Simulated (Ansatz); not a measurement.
Band structure of InP (F-43m, 2 atoms in the cell).

```
InP
1.0
    0.00000     2.93500     2.93500
    2.93500     0.00000     2.93500
    2.93500     2.93500     0.00000
In P
1 1
Direct
  0.00000   0.00000   0.00000
  0.25000   0.25000   0.25000
```

Method: PBE (plane waves, PAW; Ansatz, an electronic-structure program).

Settings: basis.ecutwfc = 420 eV; kpoints.mp_grid.grid = 7 7 7; hamiltonian.xc = pbe; hamiltonian.pseudopotentials = {kind: paw} (the program's default PAW files); scf.occupations.method = fermi_dirac; scf.occupations.width = 0.02 eV; kpoints.band_path.npoints = 8.

The starting cell has typed, rounded lattice constants, without a prior relaxation at this level.

Q: Predict the gap along the standard path and the places of the band edges.

A: The gap along the path is 0.69 eV, direct at Γ to within 0.01 eV.

Levels in eV from the top of the valence band on the path, bands 6 to 12:
| point | 6 | 7 | 8 | 9 | 10 | 11 | 12 |
|---|---|---|---|---|---|---|---|
| Γ | -11.49 | 0.00 | 0.00 | 0.00 | 0.69 | 4.09 | 4.09 |
| X | -9.13 | -5.73 | -2.30 | -2.30 | 1.77 | 2.27 | 9.18 |
| W | -9.05 | -5.58 | -2.93 | -2.89 | 4.29 | 4.36 | 5.56 |
| K | -9.14 | -5.59 | -3.28 | -1.93 | 2.36 | 4.38 | 7.49 |
| L | -9.78 | -5.70 | -0.96 | -0.96 | 1.49 | 4.81 | 4.81 |
| U | -9.14 | -5.59 | -3.28 | -1.93 | 2.36 | 4.38 | 7.49 |

Keys are those of Ansatz 0.2.
